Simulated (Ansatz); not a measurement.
Consider the following.

```yaml
crystal:
  lattice:
    - [3.98352, 0.00000, 0.00000]
    - [1.99176, 3.44983, 0.00000]
    - [0.00000, 0.00000, 5.67111]
  atoms:
    - { symbol: Sn, position: [0.00000, 0.00000, 0.00000] }
    - { symbol: Se, position: [0.33333, 0.33333, 0.27260] }
    - { symbol: Se, position: [0.66667, 0.66667, 0.72740] }
```

No spin polarisation.

Method: Kohn–Sham DFT with the PBE-D3(BJ) functional, run in Ansatz (a first-principles code) with PAW and 420 eV plane waves, spin-orbit coupling left out. k-mesh 10×10×6 (Γ-centred); smearing 0.05 eV (Fermi–Dirac).

Task: Predict the band gap, pressure and space group.

Result: 
- Band gap = zero
- Pressure (mean of the normal stresses, compression positive) = -2.1 GPa
- Space group = P-3m1 (No. 164)

A case with no gap was solved on a k-mesh chosen for an insulator, which is coarse for it. The cells carry an imposed strain or load. Whether these cells are dynamically stable was not tested. All final runs are without spin polarisation. The cell was made from SnSe2 in the CdI2 type structure (space group P-3m1, No. 164; layered, stacked along the Cartesian z axis) by this change: biaxial strain +3.73 %, plane normal [001], relaxed out of plane. The zero or small gap of SnSe2 under biaxial strain +3.73 %, plane normal [001], relaxed out of plane can change with the level of theory.
